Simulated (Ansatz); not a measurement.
Base system: BaZrO3 in the cubic perovskite structure (space group Pm-3m, No. 221; a = 4.181 Å).

Method: PBEsol (Ansatz, a first-principles code), no spin-orbit coupling.

Base values:

```
Quantity     Result
--------  ---------
Pressure  -0.1 kbar
```

Modification: an isotropic linear strain of +3.00 %, atoms relaxed at fixed cell.

Q: How does this affect the energy relative to the base?

A: The energy goes up by 54 meV/atom.

Q: What does the calculation give for the pressure after the change?

A: The pressure falls by 118.68 kbar (-0.1 kbar → -118.7 kbar).

No phonon test of stability was made.
